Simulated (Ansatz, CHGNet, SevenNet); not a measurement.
How the c axis length of TaN (model structure, started from the NbAs type, I4₁md, No. 109, 4 atoms in the cell) moves with the method

No measured value is used here.

| level (code) | value (Å) |
|---|---|
| CHGNet 0.3.0 | 10.182 |
| CHGNet-r²SCAN | 10.145 |
| SevenNet-l3i5 | 10.363 |
| LDA (Ansatz) | 10.136 |
| PBE (Ansatz) | ___ |
| PBEsol (Ansatz) | ___ |
| PBE-D3(BJ) (Ansatz) | 10.210 |
| r²SCAN (Ansatz) | ___ |
| r²SCAN+rVV10 (Ansatz) | 10.216 |

Task: Some entries are withheld; supply them.

Result: 
- PBE (Ansatz, a program for electronic structure), value (Å): 10.288
- PBEsol (Ansatz), value (Å): 10.195
- r²SCAN (Ansatz), value (Å): 10.239

Density-functional levels without +SOC have no spin–orbit coupling. Cutoffs differ between the levels. Ansatz's density-functional and Hartree–Fock values are scalar-relativistic unless marked +SOC, with PAW data made under PBE.

Machine-learned potentials (CHGNet 0.3.0, CHGNet-r²SCAN, SevenNet-l3i5) are trained on DFT data: a solid inside that data is no test of them.

A model structure was made by putting elements into a prototype or built by hand; it is no filed structure, need not be a known phase, and can be a saddle point held by its symmetry.
